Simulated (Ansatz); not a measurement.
Consider PdGe (space group Pnma, No. 62; a = 5.778 Å, b = 3.563 Å, c = 6.279 Å). Axes: x, y, z lie along a, b, c of the conventional cell.

Level of theory: Ansatz (a quantum-chemistry and plane-wave program) r2SCAN, without spin-orbit coupling, earlier PAW set.

Strains are applied to the cell and any free atomic positions relax; under biaxial strain the out-of-plane vector relaxes too; under stress the whole cell relaxes.

One change was made to it. Results:

```tsv
quantity	base	after
shortest interatomic distance	249.5 pm	254.7 pm
band gap	zero	zero
```

**Question.** Which change produced these results?
(A) uniaxial strain ε_xx = +2.60 %
(B) biaxial strain −2.33 %, plane normal [001], relaxed out of plane
(C) uniaxial stress, 8 GPa tension along x

**Answer.** C, uniaxial stress, 8 GPa tension along x. For comparison, the shortest interatomic distance in the other runs: uniaxial strain ε_xx = +2.60 % gives 251.5 pm; biaxial strain −2.33 %, plane normal [001], relaxed out of plane gives 248.3 pm.

Without a gap, meshes like the base's 8×13×8 leave anisotropic stresses uncertain by several tenths of a GPa, and small strain energies with them. Beyond what the load breaks, stability against distortions was not tested. The final runs are not spin-polarised.
